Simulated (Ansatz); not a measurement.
The starting structures come from a database of crystals and need not be the phases stable at ambient conditions.

# Evanescent states of Cs₂PdI₆ (I4/mmm, not sure to be the ambient phase, 9 atoms a cell, 42.6 Å³ an atom) along the normal of (001)

Computed with r2SCAN (plane waves, PAW; Ansatz, a first-principles code).

The gap is the functional's own, uncorrected, and κ follows it; spin-orbit coupling is left out. Mid-gap values are interpolated between the computed energies.

Energies count from the valence-band top; κ is the least over a 4×4 mesh across the current.

| E (eV) | κ (1/Å) | where |
|---|---|---|
| 0.03 | 0.089 | Γ |
| 0.07 | 0.089 | Γ |
| 0.12 | 0.089 | Γ |
| 0.17 | 0.088 | Γ |
| 0.23 | 0.086 | Γ |
| 0.28 | 0.084 | Γ |
| 0.33 | 0.081 | Γ |
| 0.38 | 0.077 | Γ |
| 0.42 | 0.073 | Γ |
| 0.47 | 0.068 | Γ |
| 0.53 | 0.061 | Γ |
| 0.57 | 0.053 | Γ |
| 0.62 | 0.042 | Γ |
| 0.68 | 0.025 | Γ |

Task: How thick must the barrier be to attenuate the transmission by 10^4 when the electrodes' Fermi level lies at 0.07 eV, and what attenuation does that film give at 0.28 eV?

Result: d = 4 ln 10 / (2 × 0.089) = 51.7 Å. At 0.28 eV it gives 4 × 0.084/0.089 = 3.8 decades.
